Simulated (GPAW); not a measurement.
## GPAW run on Bi2Pd (I4/mmm, 3 atoms in the cell): self-consistent single point

Level of theory: PBEsol, GPAW PAW datasets PBEsol (made by gpaw-setup) (plane waves; GPAW 25.7.0).

The input file:

```python
from ase import Atoms
from ase.units import GPa
from gpaw import GPAW, PW, FermiDirac

atoms = Atoms(['Bi', 'Bi', 'Pd'],
              cell=[[-1.693340, 1.693340, 6.623470],
                    [1.693340, -1.693340, 6.623470],
                    [1.693340, 1.693340, -6.623470]],
              positions=[[0.000000, -0.000000, 8.376305],
                         [-0.000000, 0.000000, 4.870635],
                         [0.000000, 0.000000, 0.000000]],
              pbc=True)

calc = GPAW(mode=PW(550),
            xc='PBEsol',
            kpts=(9, 9, 9),
            occupations=FermiDirac(0.1),
            nbands=-7,
            convergence={'forces': 0.001},
            symmetry={'symmorphic': False, 'tolerance': 0.0005},
            maxiter=120)

atoms.calc = calc

energy = atoms.get_potential_energy()
print('Energy (eV):', round(energy, 6))
forces = atoms.get_forces()
print('Forces (eV/Ang):')
print(forces.round(5))
stress = atoms.get_stress()
print('Stress (GPa, Voigt):', (stress / GPa).round(4))
```

Log, with long lists cut:

```
Input parameters:
  convergence: {forces: 0.001}
  kpts: [9 9 9]
  maxiter: 120
  mode: {ecut: 550.0,
         name: pw}
  nbands: -7
  occupations: {fixmagmom: False,
                name: fermi-dirac,
                width: 0.1}
  symmetry: {symmorphic: False,
             tolerance: 0.0005}
  xc: PBEsol

species:
  Bi:
    name: Bismuth
    Z: 83.0
    valence: 15
    core: 68
    charge: 0.0
    file: Bi.PBEsol.gz

    # Using partial waves for Bi as LCAO basis

  Pd:
    name: Palladium
    Z: 46.0
    valence: 16
    core: 30
    charge: 0.0
    file: Pd.PBEsol.gz

    # Using partial waves for Pd as LCAO basis

Reference energy: -1306548.392641  # eV

Spin-paired calculation

Convergence criteria:
 Maximum [total energy] change in last 3 cyles: 0.0005 eV / valence electron
 Maximum integral of absolute [dens]ity change: 0.0001 electrons / valence electron
 Maximum integral of absolute [eigenst]ate change: 4e-08 eV^2 / valence electron
 Maximum change in the atomic [forces] across last 2 cycles: 0.001 eV/Ang OR
Maximum error relative to the maximum force is below inf
 Maximum number of scf [iter]ations: 120

Symmetries present (total): 16
Symmetries with fractional translations: 0
729 k-points: 9 x 9 x 9 Monkhorst-Pack grid
75 k-points in the irreducible part of the Brillouin zone
       k-points in crystal coordinates                weights
   0:     0.00000000    0.00000000    0.00000000          1/729
   1:     0.11111111   -0.11111111    0.00000000          4/729
   2:     0.11111111   -0.11111111    0.11111111          4/729
   [... 7 lines left out ...]
          ...
  74:     0.44444444    0.44444444    0.44444444          8/729

Wave functions: Plane wave expansion
  Cutoff energy: 550.000 eV
  Number of coefficients (min, max): 2200, 2261
  Pulay-stress correction: 0.000000 eV/Ang^3 (de/decut=0.000000)

Occupation numbers: Fermi-Dirac:
  width: 0.1000  # eV

Eigensolver

Densities:
  Coarse grid: 40*40*40 grid
  Fine grid: 80*80*80 grid
  Total Charge: 0.000000

Density mixing:
  Method: separate
  Backend: pulay
  Linear mixing parameter: 0.05
  old densities: 5
  Damping of long wavelength oscillations: 50

Hamiltonian:
  XC and Coulomb potentials evaluated on a 80*80*80 grid
  External potential:
    NoExternalPotential

XC parameters: PBEsol with 2 nearest neighbor stencil

Number of atoms: 3
Number of atomic orbitals: 30
Number of bands in calculation: 30
Number of valence electrons: 46
Bands to converge: occupied

Density initialized from atomic densities
  30 bands from LCAO basis set

Atomic positions and initial magnetic moments

Positions:
   0 Bi     0.000000   -0.000000    8.376305    ( 0.0000,  0.0000,  0.0000)
   1 Bi    -0.000000    0.000000    4.870635    ( 0.0000,  0.0000,  0.0000)
   2 Pd     0.000000    0.000000    0.000000    ( 0.0000,  0.0000,  0.0000)

Unit cell:
           periodic     x           y           z      points  spacing
  1. axis:    yes   -1.693340    1.693340    6.623470    40     0.0820
  2. axis:    yes    1.693340   -1.693340    6.623470    40     0.0820
  3. axis:    yes    1.693340    1.693340   -6.623470    40     0.0599

  Lengths:   7.043093   7.043093   7.043093
  Angles:  152.176675 152.176675  39.755355

Effective grid spacing dv^(1/3) = 0.1059

     iter     time        total  log10-change:
                         energy   eigst   dens  force
iter:   1 --:--:--   -17.679373
iter:   2 --:--:--   -16.433467   -1.54  -1.31
iter:   3 --:--:--   -15.671911   -1.40  -1.47
iter:   4 --:--:--   -15.619747   -1.30  -1.61
iter:   5 --:--:--   -15.576529   -2.25  -1.78
iter:   6 --:--:--   -15.556551   -1.53  -2.04
iter:   7 --:--:--   -15.567948c  -2.81  -1.85
iter:   8 --:--:--   -15.465983   -2.05  -2.14
iter:   9 --:--:--   -15.467042   -3.38  -2.90
iter:  10 --:--:--   -15.465972c  -4.03  -2.80
iter:  11 --:--:--   -15.466321c  -5.10  -2.96
iter:  12 --:--:--   -15.465524c  -4.16  -2.87
iter:  13 --:--:--   -15.465458c  -5.54  -3.18
iter:  14 --:--:--   -15.465509c  -4.96  -3.17
iter:  15 --:--:--   -15.465524c  -5.87  -3.32
iter:  16 --:--:--   -15.465602c  -5.48  -3.33
iter:  17 --:--:--   -15.465556c  -5.06  -3.21
iter:  18 --:--:--   -15.465533c  -5.78  -3.41
iter:  19 --:--:--   -15.465530c  -5.37  -3.42
iter:  20 --:--:--   -15.465496c  -5.56  -3.49
iter:  21 --:--:--   -15.465495c  -7.30  -4.07c
iter:  22 --:--:--   -15.465489c  -6.52  -4.13c
iter:  23 --:--:--   -15.465488c  -7.23  -4.33c
iter:  24 --:--:--   -15.465487c  -7.11  -4.42c
iter:  25 --:--:--   -15.465487c  -7.84c -4.53c
iter:  26 --:--:--   -15.465487c  -8.47c -4.75c -2.47
iter:  27 --:--:--   -15.465487c  -8.94c -4.93c -2.95
iter:  28 --:--:--   -15.465487c  -8.28c -5.00c -3.12c

Converged after 28 iterations.

Dipole moment: (-0.000000, 0.000000, 0.000000) |e|*Ang

Energy contributions relative to reference atoms: (reference = -1306548.392641)

Kinetic:        +27.262755
Potential:      -28.991355
External:        +0.000000
XC:             -10.561529
Entropy (-ST):   -0.044640
Local:           -3.153038
SIC:             +0.000000
--------------------------
Free energy:    -15.487807
Extrapolated:   -15.465487

Showing only first 2 kpts
 Kpt  Band  Eigenvalues  Occupancy
  0    21      9.71152    0.00000
  0    22     10.48868    0.00000
  0    23     10.48869    0.00000
  0    24     11.53232    0.00000

  1    21      8.86651    0.00359
  1    22      8.95388    0.00150
  1    23      9.63916    0.00000
  1    24     10.29620    0.00000

Fermi level: 8.23452

No gap
No difference between direct/indirect transitions
Energy (eV): -15.465487

Forces in eV/Ang:
  0 Bi    0.00000    0.00000    0.01380
  1 Bi    0.00000    0.00000   -0.01380
  2 Pd    0.00000    0.00000   -0.00000

Stress tensor:
     0.014689     0.000000    -0.000000
     0.000000     0.014689     0.000000
    -0.000000     0.000000     0.015045
Stress (GPa, Voigt): [ 2.3534  2.3534  2.4105  0.     -0.      0.    ]
```

The run converged in 28 iterations. GPAW prints stress with tension positive.

The starting cell comes from a database of computed structures (which also holds hypothetical and non-ambient phases and stackings), without a prior relaxation at this level. Spin-orbit coupling is off. Spin polarisation is off.

Cost on one core of a shared machine: roughly 6 min.
